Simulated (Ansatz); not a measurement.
## MoTc3 (Pm-3m, No. 221, 4 atoms in the cell; start mp-1187395)

The numbers are results of r²SCAN in Ansatz (PAW), not measurements.

Numerical settings: plane-wave cutoff 560 eV, 14×14×14 k mesh, Fermi–Dirac smearing 0.05 eV, no spin polarisation, scalar-relativistic PAW data made under PBE.

Cell (relaxed at this level):

```
CELL_PARAMETERS angstrom
      3.88315     0.00000     0.00000
      0.00000     3.88315     0.00000
      0.00000     0.00000     3.88315
ATOMIC_POSITIONS crystal
  Tc 0.00000 0.50000 0.50000
  Tc 0.50000 0.00000 0.50000
  Tc 0.50000 0.50000 0.00000
  Mo 0.00000 0.00000 0.00000
```

```
Quantity       Result
------------  -------
bulk modulus  302 GPa
```

Note: the run has no spin polarisation, so it can have missed a magnetic state; the bulk modulus is −V dP/dV from two relaxed cells at ±2 % in volume; the relaxation could not lower the start's symmetry, so the cell can be a saddle point above a distorted one.

The computed numbers hold no vibrational or temperature effects.

A start named mp-… is a Materials Project structure, which need not be a measured phase.

Ansatz is a quantum-chemistry and plane-wave program.
